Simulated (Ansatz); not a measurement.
## Hypothetical P4_2/mnm BP, pressure series

Start from BP (space group P4_2/mnm, No. 136; a hypothetical phase, not in the database extracts checked).

```cif
data_B4P4
_chemical_formula_sum 'B4 P4'
_space_group_name_H-M_alt 'P 1'
_space_group_IT_number 1
_cell_length_a 5.53234
_cell_length_b 5.53234
_cell_length_c 3.18730
_cell_angle_alpha 90.000
_cell_angle_beta 90.000
_cell_angle_gamma 90.000
loop_
_space_group_symop_operation_xyz
  'x, y, z'
loop_
_atom_site_label
_atom_site_type_symbol
_atom_site_fract_x
_atom_site_fract_y
_atom_site_fract_z
_atom_site_occupancy
B1 B 0.32159 0.67841 0.00000 1
B2 B 0.67841 0.32159 0.00000 1
B3 B 0.82159 0.82159 0.50000 1
B4 B 0.17841 0.17841 0.50000 1
P1 P 0.31929 0.31929 0.00000 1
P2 P 0.68071 0.68071 0.00000 1
P3 P 0.18071 0.81929 0.50000 1
P4 P 0.81929 0.18071 0.50000 1
```

Cell and atoms are relaxed at each pressure.

Level of theory: PBEsol in Ansatz (plane waves to 420 eV, PAW, without spin-orbit coupling).

Two rows of this table had their results exchanged by mistake.

| pressure | volume per atom (Å³) | shortest distance (Å) | band gap |
|---|---|---|---|
| pressure −2 GPa | 12.36 | 1.946 | 0.31 eV |
| pressure −1 GPa | 12.27 | 1.942 | 0.29 eV |
| pressure 0.3 GPa | 12.17 | 1.936 | 0.26 eV |
| pressure 0.7 GPa | 11.51 | 1.900 | zero |
| pressure 1.5 GPa | 12.08 | 1.931 | 0.23 eV |
| pressure 3 GPa | 11.97 | 1.925 | 0.19 eV |
| pressure 5 GPa | 11.83 | 1.918 | 0.14 eV |
| pressure 7.5 GPa | 11.66 | 1.909 | 0.09 eV |
| pressure 10 GPa | 12.14 | 1.935 | 0.25 eV |

Which two?

The rows for pressure 0.7 GPa and pressure 10 GPa: the volume has to fall steadily with pressure, so 12.14 Å³ belongs to pressure 0.7 GPa and 11.51 Å³ to pressure 10 GPa.

Load acts through the strain it causes; cell and atoms are relaxed under it. Whether these cells are dynamically stable was not tested. No other phases were tried under pressure. All final runs are without spin polarisation. Gaps under 0.05 eV, about the width of the smearing, are given as zero. The zero or small gap of BP can change with the level of theory.

Ansatz is a first-principles code.
